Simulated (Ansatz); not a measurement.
Start from MgS in the rock salt structure (space group Fm-3m, No. 225; a = 5.182 Å). Axes: x, y, z lie along the cube axes.

Perturbation: biaxial strain +0.83 %, plane normal [111], relaxed out of plane (Cartesian); in-plane vectors clamped, the third vector and the atoms free.

Method: PBEsol in Ansatz (plane waves to 420 eV, PAW, spin-orbit coupling left out).

Give the band edges at the high-symmetry points of the new zone, measured from its valence-band maximum.


```json
[
 {"point": "Γ", "valence edge (eV)": "0.00", "conduction edge (eV)": "3.52"},
 {"point": "T", "valence edge (eV)": "-0.73", "conduction edge (eV)": "4.23"},
 {"point": "H₂", "valence edge (eV)": "-2.47", "conduction edge (eV)": "5.12"},
 {"point": "H₀", "valence edge (eV)": "-2.47", "conduction edge (eV)": "5.12"},
 {"point": "L", "valence edge (eV)": "-0.62", "conduction edge (eV)": "4.34"},
 {"point": "S₀", "valence edge (eV)": "-1.41", "conduction edge (eV)": "3.77"},
 {"point": "S₂", "valence edge (eV)": "-1.41", "conduction edge (eV)": "3.77"},
 {"point": "F", "valence edge (eV)": "-1.73", "conduction edge (eV)": "2.62"}
]
```

The gap is 2.62 eV, indirect, Γ → F.

Gaps are Kohn–Sham eigenvalue differences; semilocal functionals usually give less than the measured gap. Whether these cells are dynamically stable was not tested. k-point labels follow each cell's own Brillouin zone.

Ansatz is a first-principles code.
